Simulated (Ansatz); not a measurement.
## ZnO, point defects

Base system: a 24-atom supercell of ZnO in the wurtzite structure (space group P6_3mc, No. 186; a = 3.230 Å, c = 5.215 Å) at its relaxed geometry.

One neutral defect a cell, atoms relaxed at fixed cell.

Level of theory: PBEsol/PAW in Ansatz (a program for electronic structure), no SOC.

```tsv
case	total moment of the cell	largest displacement of a host atom from its site in the perfect cell	pressure	gap of the supercell
perfect supercell	–	–	0.0 GPa	0.70 eV
Zn interstitial (started 1.78 Å from the nearest host atom)	0.0 μB	0.82 Å	7.9 GPa	0.62 eV
Sn on a Zn site	0.0 μB	0.45 Å	5.1 GPa	0.74 eV
O on a Zn site (antisite)	2.0 μB	0.35 Å	2.4 GPa	0.47 eV
Si on a Zn site	0.0 μB	0.32 Å	1.3 GPa	zero
```

The magnetic state is the one reached from the starting moments; the real material's order can differ, and small cells can't hold many antiferromagnetic ones. The cell is small, so the values are those of an ordered compound at a high defect concentration; dilute-limit values will differ. The mesh was chosen for an insulator and is coarse for the gapless case. Starting moments died away, wholly or in part, for Zn interstitial (started 1.78 Å from the nearest host atom), Sn on a Zn site and Si on a Zn site; another magnetic solution may exist.
